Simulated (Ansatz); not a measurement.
The structure below was relaxed with PBE/PAW in Ansatz (a first-principles code), no SOC, at pressure 3 GPa.

```xyz
8
Lattice="4.4283 0.0000 0.0000 0.0000 4.4283 0.0000 0.0000 0.0000 4.4283" Properties=species:S:1:pos:R:3 pbc="T T T"
Fe     0.6056     0.6056     0.6056
Fe     2.8197     1.6086     3.8227
Fe     3.8227     2.8197     1.6086
Fe     1.6086     3.8227     2.8197
Si     3.7248     3.7248     3.7248
Si     1.5107     2.9176     0.7035
Si     0.7035     1.5107     2.9176
Si     2.9176     0.7035     1.5107
```

Find the space group and the Wyckoff positions.

Space group P2₁3 (No. 198); a = b = c = 4.428 Å, α = β = γ = 90.00°

| atom | site | symmetry | x | y | z |
|---|---|---|---|---|---|
| Fe | 4a | .3. | 0.1368 | 0.1368 | 0.1368 |
| Si | 4a | .3. | 0.8411 | 0.8411 | 0.8411 |

Describe the coordination.

The crystal has 8 atoms in its conventional cell. Cell: a = b = c = 4.4283 Å, α = β = γ = 90.00°. Fe has 4 Si at 2.267–2.304 Å and 3 Si at 2.485 Å and 6 Fe at 2.716 Å. Si sees 4 Fe at 2.267–2.304 Å and 3 Fe at 2.485 Å. (Neighbours: up to the widest gap in distance over summed covalent radii, below 1.35, at either atom; cation-cation and far metal-metal contacts left out.)

Load acts through the strain it causes; cell and atoms are relaxed under it. No phonon test of stability was made. The final runs are not spin-polarised. The cell was made from FeSi (space group P2_13, No. 198; non-magnetic) by this change: pressure 3 GPa.
